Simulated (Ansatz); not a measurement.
Base system: GaN in the zinc blende structure (space group F-43m, No. 216; a = 4.4981 Å).

Now apply this change: every lattice vector is shortened by 2.50 %, atoms relaxed at fixed cell.

The values are results of PBEsol (Ansatz, a first-principles code), no SOC, not measurements.

Base, band edges from the VBM (valence, conduction): X -2.75, 3.22; W -3.72, 6.12; L -0.98, 4.59; Γ 0.00, 1.70; K -2.21, 4.88; U -2.21, 4.88 eV.

Q: Give the band edges at the high-symmetry points of the new zone, measured from its valence-band maximum.

A: 
```json
[
 {"point": "Γ", "valence edge (eV)": "0.00", "conduction edge (eV)": "2.18"},
 {"point": "X", "valence edge (eV)": "-3.04", "conduction edge (eV)": "3.24"},
 {"point": "U", "valence edge (eV)": "-2.44", "conduction edge (eV)": "5.00"},
 {"point": "K", "valence edge (eV)": "-2.44", "conduction edge (eV)": "5.00"},
 {"point": "L", "valence edge (eV)": "-1.09", "conduction edge (eV)": "5.11"},
 {"point": "W", "valence edge (eV)": "-4.12", "conduction edge (eV)": "6.27"}
]
```

The gap is 2.18 eV, direct at Γ.

The cells carry an imposed strain or load. Whether these cells are dynamically stable was not tested. This is not the structure that GaN has at room temperature and ambient pressure.
